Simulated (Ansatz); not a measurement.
## BaAg2GeS4: energy against volume

BaAg2GeS4 (I-42m, 22.765 Å³/atom and stress up to 0.01 GPa in the relaxed cell, c along z) under hydrostatic pressure, with the cell free. PBEsol in Ansatz, a plane-wave DFT program (PAW, default set), 420 eV, 7×7×7 Γ-centred mesh, Fermi-Dirac smearing 0.05 eV; ions are relaxed, or left where forces stay under 0.02 eV/Å, within the symmetry of each cell.

Here V stands for volume and E for E less E0.

| volume (Å³/atom) | E less E0 (meV/atom) | pressure (GPa) |
|---|---|---|
| 23.8173 | 6.84 | -1.99 |
| 23.2574 | 1.56 | -0.98 |
| 22.7646 | 0.00 | 0.00 |
| 22.6311 | 0.12 | 0.31 |
| 22.4530 | 0.67 | 0.70 |
| 22.1220 | 2.92 | 1.50 |
| 21.5533 | 10.83 | 2.99 |
| 20.8948 | ? | ? |

Taking the third-order Birch-Murnaghan form, a cubic in V^(-2/3) for E over the 7 complete rows: With u = V^(-2/3) - 0.1250, the rows have u = -0.0041987, -0.0022676, -0.0005027, -0.0000136, 0.0006465, 0.0018967, 0.0041192. Least squares gives E = 0.129 + 511.4·u + 504525·u² + 484712·u³. Residuals (row less fit): 0.000, 0.002, 0.001, -0.002, -0.001, 0.003, 0.000; standard error 0.002 (degrees of freedom: 3). Its minimum lies at u = -0.0005072, so V0 = (0.1244928)^(-3/2) = 22.77. There d²E/du² = 1008000 and d³E/du³ = 2908000, so B0 = (4/9) × 22.77^(-7/3) × 1008000 × 0.160218 = 48.8 GPa (the last factor turns the table's units into GPa), and B0' = 4 + (2/3) × 0.1244928 × (2908000)/1008000 = 4.2. B0' rests on the cubic coefficient alone and has a standard error of 0.1 from these residuals.

Problem. Predict the withheld E at V = 20.8948 from the fit, and compare with the calculation.

Solution. u = 0.0068179, so E = 0.129 + 511.4 × 0.0068179 + 504525 × 0.0068179² + 484712 × 0.0068179³ = 27.222 meV/atom. The calculation gives 27.16 meV/atom, 0.062 meV/atom below the prediction (0.2 % of the range of E in the table). The row lies outside the fitted rows, so this is an extrapolation. The scatter of the fitted rows lies at the last printed digit.

The start is a measured cell from the literature; how it stands against other phases or cation orders wasn't checked. Other structures, which can take over under pressure, weren't tried. The same form fitted to the pressure column gives B0' = 4.1; series where the two differ by over 0.4 aren't shown. Rows are the converged runs of the series near zero and its far end, less any whose ions stayed unrelaxed beside relaxed ones; series whose fitted rows scatter by over a few per cent of the range, as at a crossing or softening among them, aren't shown in this form.
